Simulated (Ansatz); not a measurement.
Lu: pressure series

The reference is Lu in the hcp (Mg type) structure (space group P6_3/mmc, No. 194; a = 3.445 Å, c = 5.349 Å).

Cell and atoms are relaxed at each pressure.

The values are results of PBEsol (Ansatz, a quantum-chemistry and plane-wave program), no SOC, not measurements.

Candidates:
(a) pressure 30 GPa
(b) pressure 15 GPa
(c) pressure 2.1 GPa

For the base:

- c/a ratio = 1.553

Problem. Order them by c/a ratio, lowest first.

Solution. (c) pressure 2.1 GPa (1.552), (b) pressure 15 GPa (1.571), (a) pressure 30 GPa (1.603)

Load acts through the strain it causes; cell and atoms are relaxed under it. Whether these cells are dynamically stable was not tested. No other phases were tried under pressure.
